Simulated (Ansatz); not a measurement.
Take PbF₂ in the fluorite structure (space group Fm-3m, No. 225; a = 6.0009 Å) as the base.

All numbers come from PBE in Ansatz (plane waves to 420 eV, PAW, scalar-relativistic without spin-orbit coupling), earlier PAW set.

For the base:

* **Valley order**: X along ⟨100⟩ 4.43 eV; L along ⟨111⟩ 5.04 eV; a point along ⟨110⟩, about 0.6 Å⁻¹ from Γ 5.40 eV
* **Width of the top valence band**: 1.75 eV
* **Lattice parameter a**: 6.001 Å

Now apply this change: cell and atoms relaxed at a pressure of 15 GPa.

Question: How does this affect the valley order, width of the top valence band and lattice parameter a?

Answer: The valley order (the lowest conduction-band minima on the path, energy above the VBM, named in the base's zone) becomes X along ⟨100⟩ 4.37 eV; L along ⟨111⟩ 4.94 eV; a point along ⟨110⟩, about 0.6 Å⁻¹ from Γ 5.34 eV (base: X along ⟨100⟩ 4.43 eV; L along ⟨111⟩ 5.04 eV; a point along ⟨110⟩, about 0.6 Å⁻¹ from Γ 5.40 eV); the width of the top valence band grows by 1.064 eV (1.75 eV → 2.82 eV); the lattice parameter a drops by 0.303 Å (6.001 Å → 5.698 Å).

With Pb present, leaving out spin-orbit coupling can change the band edges. The levels and masses belong to the bands next to the band gap. Load acts through the strain it causes; cell and atoms are relaxed under it. No phonon test of stability was made. Competing high-pressure phases were not computed.

Ansatz is a program for electronic structure.
